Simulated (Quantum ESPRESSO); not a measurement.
Worked example: self-consistent single point of MgSc (P4mm, 2 atoms in the cell) in Quantum ESPRESSO.

Method of the run: PBEsol, PseudoDojo standard norm-conserving (PBESOL) pseudopotentials (plane waves; Quantum ESPRESSO).

```yaml
crystal:
  lattice:
    - [3.61443, 0.00000, 0.00000]
    - [0.00000, 3.61443, 0.00000]
    - [0.00000, 0.00000, 3.61443]
  atoms:
    - { symbol: Mg, position: [0.00000, 0.00000, 0.01383] }
    - { symbol: Sc, position: [0.50000, 0.50000, 0.50000] }
```

Reference input (self-consistent single point, DFT, PBEsol, plane waves, PseudoDojo standard norm-conserving (PBESOL) pseudopotentials): ecutwfc = 85 Ry; occupations = smearing; smearing = gaussian; degauss = 0.0073499 Ry; potentials = {Mg: Mg.upf, Sc: Sc.upf}; K_POINTS = automatic 5 5 5 0 0 0; conv_thr = 1e-10 Ry; mixing_beta = 0.3. This run's input differs from it in these lines:

```diff
@@ -16,5 +16,3 @@
   ecutwfc = 85
-  occupations = 'smearing'
-  smearing = 'gaussian'
-  degauss = 0.0073499
+  occupations = 'tetrahedra_opt'
 /
@@ -31,3 +29,3 @@
 K_POINTS automatic
-5 5 5  0 0 0
+6 6 6  0 0 0
```

Output (repeated stretches shortened):

```
     Self-consistent Calculation

     iteration #  1     ecut=    85.00 Ry     beta= 0.30

---- Real-time Memory Report at c_bands before calling an iterative solver
            97 MiB given to the printing process from OS
            66 MiB allocation reported by mallinfo(arena+hblkhd)
------------------

     Threshold (ethr) on eigenvalues was too large:
     Diagonalizing with lowered threshold

---- Real-time Memory Report at c_bands before calling an iterative solver
           103 MiB given to the printing process from OS
            68 MiB allocation reported by mallinfo(arena+hblkhd)
------------------

   [... lines left out ...]
           117 MiB given to the printing process from OS
            86 MiB allocation reported by mallinfo(arena+hblkhd)
------------------

     total energy              =    -215.26439544 Ry
     estimated scf accuracy    <       0.00002057 Ry

     iteration #100     ecut=    85.00 Ry     beta= 0.30

---- Real-time Memory Report at c_bands before calling an iterative solver
           117 MiB given to the printing process from OS
            86 MiB allocation reported by mallinfo(arena+hblkhd)
------------------

     total energy              =    -215.26439543 Ry
     estimated scf accuracy    <       0.00000019 Ry
     End of self-consistent calculation

     convergence NOT achieved after 100 iterations: stopping

   JOB DONE.
```

The run ended unconverged after 100 iterations. 

The starting cell comes from a database of computed structures (which also holds hypothetical and non-ambient phases and stackings), without a prior relaxation at this level. Its lattice was rescaled by up to half a per cent. One atom was moved a little off its site on purpose.

Cost on one core of a shared machine: roughly 4 min.
